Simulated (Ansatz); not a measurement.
The parent structure is Zr in the hcp (Mg type) structure (space group P6_3/mmc, No. 194; a = 3.231 Å, c = 5.173 Å). Axes: x lies along a and z along c of the hexagonal cell.

Level of theory: Ansatz (a quantum-chemistry and plane-wave program) PBE, without spin-orbit coupling.

For the base:

The shortest interatomic distance is 3.189 Å. The pressure is 0.0 GPa.

The change: biaxial strain +1.74 %, plane normal [001], relaxed out of plane (Cartesian); in-plane vectors clamped, the third vector and the atoms free.

Problem. Estimate the effect on the shortest interatomic distance and pressure.

Solution. The shortest interatomic distance drops by 0.009 Å to 3.180 Å; the pressure (mean of the normal stresses, compression positive) goes from zero to -1.8 GPa.

Stability against distortions was not tested. All final runs are without spin polarisation.
